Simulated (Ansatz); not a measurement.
Base system: Ti in the hcp (Mg type) structure (space group P6_3/mmc, No. 194; a = 2.902 Å, c = 4.593 Å; relaxed with 0.1 eV smearing). Axes: x lies along a and z along c of the hexagonal cell.

The values are results of PBEsol (Ansatz, a program for electronic structure; PAW; 420 eV plane waves; spin-orbit coupling left out), not measurements.

For the base:

Volume per atom: 16.74 Å³

Perturbation: compressive biaxial strain of 0.50 % in the plane normal to [001], as in epitaxy on a mismatched substrate; the out-of-plane cell vector and the atoms relax.

### Question
Estimate the effect on the volume per atom and in-plane stress.

### Answer
The volume per atom falls by 0.097 Å³ (16.74 Å³ → 16.65 Å³); the mean in-plane stress (compression positive) is +1.0 GPa.

Whether these cells are dynamically stable was not tested. All final runs are without spin polarisation.
